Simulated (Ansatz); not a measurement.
A self-consistent single point of Te (C2, 3 atoms in the cell) with Ansatz (an electronic-structure program)

Method of the run: LDA (PW92), default PAW files made with PBE (plane waves; Ansatz).

Input as run:

Ansatz 0.2 input:
```yaml
# Te
crystal:
  lattice:
    - [2.21885000, -3.84316100, 0.00000000]
    - [2.21885000, 3.84316100, 0.00000000]
    - [0.00000000, 0.00000000, 5.90035000]
  atoms:
    - { symbol: Te, position: [0.00000000, 0.26300000, 0.66666700] }
    - { symbol: Te, position: [0.74826700, 0.74826700, 0.00000000] }
    - { symbol: Te, position: [0.26300000, 0.00000000, 0.33333300] }
basis:
  ecutwfc: 420.0
kpoints:
  mp_grid:
    grid: [7, 7, 4]
hamiltonian:
  xc: lda
  pseudopotentials:
    kind: paw
scf:
  occupations:
    method: fermi_dirac
    width: 0.02
output:
  forces: true
  eigenvalues: true
  stress: true
```

The program printed (abridged):

```
WARN ansatz: RAYON_NUM_THREADS=1 ignored (pool sized by the plan → 1); use --threads N
Pseudopotentials: kind: paw
Pseudopotential: Te, paw, valence charge 16
Crystal: 3 atoms, lattice volume = 100.629 Å³
Basis set: ecut = 420 eV, 1969 PW (Γ)
Bands: 29, of which v1, the nominal top of the filled ones, is band 24 counted from 1 (23 counted from 0)
Symmetry: 2 space group operations
Space group: C2 (ITA 5), of the structure as read, at distance tolerance 4.7e-5 Å
k-points: 60 of 196 (time reversal used)
PAW frozen core: Te, regenerated for the run's functional, and the local potential with it
Initial density: superposition of atomic densities (neutral atoms: chi_scale 0, normalization atom), corrected by the library's trained network
Initial wavefunctions: pseudopotential atomic-orbital guess
Eigensolver: davidson
Functional: x = slater, c = lda
SCF iter   1: F=—  HF=-20481.515771 eV  |F-HF|=—  |Δ(HF+E_count)|=         —  Δρ=4.27e-3  dr2=6.60e-3  ethr=1.77e-3  ⟨swp⟩=8.0  Hψ=8316  notcnv=0
all-band conjugate gradients solve this SCF's bands
preconditioner: auto → Resta (q_TF=auto, 2.412 Å⁻¹)
SCF iter   2: F=—  HF=-20481.511393 eV  |F-HF|=—  |Δ(HF+E_count)|=   4.38e-3  Δρ=2.36e-3  dr2=2.26e-3  ethr=1.38e-5  ⟨swp⟩=2.1  Hψ=2857  notcnv=0  defer=36
SCF iter   3: F=—  HF=-20481.510751 eV  |F-HF|=—  |Δ(HF+E_count)|=   6.42e-4  Δρ=3.18e-4  dr2=1.03e-4  ethr=4.72e-6  ⟨swp⟩=2.0  Hψ=3145  notcnv=0  defer=36
SCF iter   4: F=—  HF=-20481.510697 eV  |F-HF|=—  |Δ(HF+E_count)|=   5.43e-5  Δρ=1.04e-4  dr2=7.44e-6  ethr=2.14e-7  ⟨swp⟩=2.0  Hψ=3130  notcnv=0  defer=36
SCF iter   5: F=—  HF=-20481.510699 eV  |F-HF|=—  |Δ(HF+E_count)|=   2.51e-6  Δρ=3.31e-5  dr2=1.01e-6  ethr=1.55e-8  ⟨swp⟩=2.0  Hψ=3037  notcnv=0  defer=36
SCF iter   6: F=—  HF=-20481.510699 eV  |F-HF|=—  |Δ(HF+E_count)|=   3.45e-7  Δρ=1.02e-5  dr2=1.07e-7  ethr=2.11e-9  ⟨swp⟩=2.4  Hψ=3157  notcnv=0  defer=36
SCF iter   7: F=-20481.510699 eV  HF=-20481.510699 eV  |F-HF|=2.70e-9  |Δ(HF+E_count)|=   2.73e-8  Δρ=2.27e-6  dr2=4.99e-9  ethr=2.08e-10  ⟨swp⟩=8.1  Hψ=7208  notcnv=0
SCF 1 converged in 7 iterations: F = -20481.510699 eV  dr2 = 4.99e-9
SCF converged after 7 iterations
Free energy (F): -20481.510699 eV
Harris-Foulkes:  -20481.510699 eV  (|F-HF|=2.70e-9)
Internal energy: -20481.510699 eV  (E = F + TS)
E sigma→0 (E₀):  -20481.510699 eV
Fermi energy:    8.825515 eV
--- Per-component energies (eV) ---
  E_band       = -803.456231
  E_kinetic    = 545.013686
  E_local      = -3851.489232  (includes V_loc(G=0)·N_el)
  E_nonlocal   = -914.591830
  E_hartree    = 2439.140356
  E_xc         = -371.593727
  E_vxc        = -314.504640  (∫ρ·V_xc dr)
  E_paw        = -13529.159309  (= ΣΔE_a)
  E_vpaw       = -1146.169661  (= ΣTr[D̂ρ^β])
  E_aug_tail   = -0.000570  (compensation charges beyond the density's cutoff)
  E_ewald      = -4800.866057
  E_core_change = 2.035984  (= ΣΔE_core)
  E_smearing   = -0.000000  (= −TS)
  E_closure    = 0.000000  (closes the sum)
  Σ components = -20481.510699   (vs F -20481.510699, Δ=0.00e0)
--- Forces (eV/Å), atoms counted from 1 ---
  atom   1  Te     0.24427043     0.28413865    -0.05219684
  atom   2  Te    -0.48854104     0.00000000     0.00000000
  atom   3  Te     0.24427043    -0.28413865     0.05219684
  max |Σ_I F_I| component: 1.87e-7 eV/Å
--- Stress (GPa, compression-positive) ---
       -0.257204       0.000000       0.000000
        0.000000      -0.671764      -0.330563
        0.000000      -0.330563       0.229496
  P = ⅓ Tr σ = -0.2332 GPa (-2.332 kbar)
  The stress holds the Pulay correction. Without it, at fixed plane waves, as pw.x and ABINIT print it: P = -0.2715 GPa
--- Band table (eV; the first three rows and the last of 60) ---
  k-point 0: bands = ["-28.6929", "-28.6854", "-28.6268", "-28.6175", "-28.6170", "-28.5367", "-28.4848", "-28.4712", "-28.4701", "-28.4426", "-28.4322", "-28.4322", "-28.4223", "-28.3892", "-28.3826", "-5.2317", "-1.8495", "-1.8105", "5.4728", [...]
  k-point 1: bands = ["-28.7081", "-28.6634", "-28.6297", "-28.6259", "-28.6027", "-28.5515", "-28.4853", "-28.4733", "-28.4660", "-28.4431", "-28.4334", "-28.4314", "-28.4146", "-28.3906", "-28.3841", "-5.0005", "-3.2278", "-0.3791", "4.9832", [...]
  k-point 2: bands = ["-28.7147", "-28.6453", "-28.6365", "-28.6294", "-28.5812", "-28.5786", "-28.4859", "-28.4742", "-28.4634", "-28.4437", "-28.4339", "-28.4312", "-28.4055", "-28.3938", "-28.3858", "-4.3415", "-4.2951", "0.3839", "4.4511", [...]
  k-point 59: bands = ["-28.7068", "-28.6589", "-28.6296", "-28.6230", "-28.6017", "-28.5517", "-28.4861", "-28.4750", "-28.4637", "-28.4438", "-28.4359", "-28.4288", "-28.4264", "-28.3957", "-28.3737", "-4.1570", "-2.7954", "-1.4818", "3.5658", [...]
```

The run converged in 7 iterations.

The starting cell has typed, rounded lattice constants, without a prior relaxation at this level. Its lattice was rescaled by up to half a per cent. One atom was moved a little off its site on purpose. Spin-orbit coupling is off. Ansatz's pressure includes its estimate of the finite-basis (Pulay) stress. Another mesh or the band path of this cell gives a smaller gap, so this value is not converged in the mesh.
